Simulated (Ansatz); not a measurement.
Consider a periodic stack without vacuum, tetragonal MoSi2 (1 1 0) on antifluorite Mg2Si (1 1 1) (film strained to the substrate, started from cuts of the bulks and a machine-learned relaxation; slabs Mg8Si4 and Mo4Si8, which can lie off the formulas): substrate slab Mg8Si4, film Mo4Si8, surface cells [[0, 1], [-1, 0]] and [[-1, -1], [1, 0]], film strained by -1.1 and -1.0 %, outermost planes Mg/Mg and MoSi/MoSi as cut, which need not be the usual terminations and can put a slab off its formula. Its start:

```
CELL_PARAMETERS angstrom
      4.49948     0.00000    -0.00436
     -2.24974     3.89666    -0.00052
     -1.71160     1.60626    25.06167
ATOMIC_POSITIONS crystal
  Mg 0.65264 0.30182 0.04933
  Mg 0.34564 0.61049 0.12493
  Mg 0.03253 0.91679 0.19898
  Mg 0.71226 0.21986 0.27274
  Mg 0.39088 0.52208 0.34672
  Mg 0.07019 0.82503 0.42027
  Mg 0.74960 0.12846 0.49458
  Mg 0.43033 0.43301 0.56898
  Si 0.00240 0.95468 0.09334
  Si 0.37251 0.56765 0.23725
  Si 0.73017 0.17389 0.38218
  Si 0.08822 0.78179 0.52595
  Mo 0.61191 0.71662 0.67754
  Mo 0.12732 0.18194 0.76300
  Mo 0.64537 0.64503 0.85764
  Mo 0.16903 0.11461 0.94302
  Si 0.27622 0.05599 0.66933
  Si 0.94498 0.38326 0.66902
  Si 0.79541 0.51308 0.76502
  Si 0.45944 0.84869 0.76513
  Si 0.31266 0.97649 0.85519
  Si 0.97789 0.31143 0.85512
  Si 0.83782 0.44593 0.94861
  Si 0.50400 0.77287 0.95252
```

The start was prepared with a machine-learned potential, and the result is one local minimum, with the in-plane cell held and forces under 0.04 eV/Å; the film can end far from its bulk form.

Computed with PBE (plane waves to 420 eV, PAW; Ansatz, a first-principles code). No spin–orbit coupling; the runs are not spin-polarised; PBE gaps are too small against experiment. Its k-point mesh 8×8×1, Fermi–Dirac width 0.05 eV.

Problem. Predict the relaxed interface.

Solution. 
| Property | Value |
|---|---|
| interface area | 17.5 Å² |
| period | 23.42 Å |
| heights between the nearest atoms of the two slabs at the two interfaces | 2.28 and 2.28 Å |
| Mg–Mo contacts across the interfaces within 1.22 times the sum of covalent radii | 4, mean 3.23 Å |
| Mg–Si contacts across the interfaces within 1.22 times the sum of covalent radii | 4, mean 2.69 Å |
| Mo–Si contacts across the interfaces within 1.22 times the sum of covalent radii | 2, mean 2.84 Å |
